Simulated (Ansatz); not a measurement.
The reference is GaAs in the zinc blende structure (space group F-43m, No. 216; a = 5.659 Å).

Calculations: PBEsol/PAW in Ansatz (a program for electronic structure), without spin-orbit coupling, earlier PAW set.

Carriers are added at fixed cell with a uniform background; the Fermi–Dirac width is that of 300 K.

One change was made to it. Results:

The Fermi level relative to the doped band's edge (positive inside the band; to 0.05 eV) amounts to +1.05 eV; the gap character stays direct at Γ; the gap between the host's bands stays 0.42 eV.

Task: What was done to the base?
(A) holes 5.0×10^20 cm⁻³
(B) holes 2.0×10^21 cm⁻³
(C) electrons 2.0×10^21 cm⁻³
(D) holes 3.0×10^21 cm⁻³
(E) electrons 5.0×10^20 cm⁻³

Result: C, electrons 2.0×10^21 cm⁻³. For comparison, the Fermi level from band edge in the other runs: holes 5.0×10^20 cm⁻³ gives +0.20 eV; holes 2.0×10^21 cm⁻³ gives +0.40 eV; electrons 5.0×10^20 cm⁻³ gives +0.75 eV; holes 3.0×10^21 cm⁻³ gives +0.55 eV.

Carriers are added with a uniform compensating background; total energy and stress of such cells depend on the potential's zero and are not compared; many-body gap narrowing is missing at this level. Whether these cells are dynamically stable was not tested.
